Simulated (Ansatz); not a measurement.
Functionals compared on the (31-43) surface of hcp Zr in its 1x1 cell, outermost plane spacing 0.12 Å in the ideal cut, in Ansatz (plane waves, PAW). The structure was relaxed with PBE; the other rows are single points on it, each with its references at the same level. Cutoff 420 eV (500 eV for r2SCAN).

Slab: 30 atoms, 10.0 Å thick at the start (thin: gaps and levels are the slab's own); k 6x4x1, smearing 0.1 eV, dipole-corrected; all atoms relaxed; start symmetry kept, larger cells not searched; no spin, no spin-orbit, no U. These notes are the PBE run's.

| functional | surface energy (J/m²) | work function of the top face (eV) | rough cost of the single point |
|---|---|---|---|
| PBE | 1.69 | 3.61 | – |
| LDA | 1.89 | 3.84 | around 7 core-minutes (rough) |
| PBEsol | 1.85 | 3.68 | very roughly 7 core-minutes |
| RPBE | 1.58 | 3.48 | roughly 8 core-minutes |
| r2SCAN | 1.83 | 3.61 | around 17 core-minutes (rough) |

Ansatz is a program for electronic structure.
